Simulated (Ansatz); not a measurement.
Consider ZnS in the wurtzite structure (space group P6_3mc, No. 186).

```xyz
4
Lattice="3.7383 0.0000 0.0000 -1.8691 3.2374 0.0000 0.0000 0.0000 6.1429" Properties=species:S:1:pos:R:3 pbc="T T T"
Zn     0.0000     2.1583     0.0036
Zn     1.8691     1.0791     3.0751
S      0.0000     2.1583     2.2999
S      1.8691     1.0791     5.3714
```

Calculations: Ansatz (a first-principles code) LDA, without spin-orbit coupling.

Before the change:

```
Quantity    Result
--------  --------
Band gap   2.19 eV
Pressure  0.00 GPa
```

Modification: every lattice vector is shortened by 1.80 %, atoms relaxed at fixed cell.

Task: What happens to the band gap and pressure?

Result: The band gap increases by 0.26 eV, from 2.19 eV to 2.45 eV; the pressure (mean of the normal stresses, compression positive) goes from zero to 5.29 GPa.

The cells carry an imposed strain or load. No phonon test of stability was made.
